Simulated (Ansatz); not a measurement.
# Pressure series in In2Si2O7

Base system: In2Si2O7 (space group C2/m, No. 12; a = 6.6320 Å, b = 8.6496 Å, c = 4.7251 Å, α = γ = 90.00°, β = 102.67°).

Cell and atoms are relaxed at each pressure.

Computed with plane-wave PAW DFT at the PBEsol level (Ansatz, a program for electronic structure, 420 eV), scalar-relativistic without spin-orbit coupling.

| P (GPa) | V (Å³/atom) |
|---|---|
| -2.00 | 12.176 |
| -1.00 | 12.097 |
| 0.29 | 11.999 |
| 0.69 | 11.970 |
| 2.99 | 11.803 |
| 4.99 | 11.666 |
| 7.49 | 11.502 |
| 10.00 | 11.344 |

Question: Fit a third-order Birch–Murnaghan equation of state.

Answer: Least squares on P(V) = (3B₀/2)[(V₀/V)^(7/3) − (V₀/V)^(5/3)]·[1 + (3/4)(B₀′ − 4)((V₀/V)^(2/3) − 1)] gives V₀ = 12.02 Å³/atom, B₀ = 159 GPa and B₀′ = 2.8.

Between the base and pressure 10 GPa the gap moves from 2.87 eV to 3.28 eV, a mean slope of 41 meV/GPa.

Load acts through the strain it causes; cell and atoms are relaxed under it. Whether these cells are dynamically stable was not tested. Competing high-pressure phases were not computed.
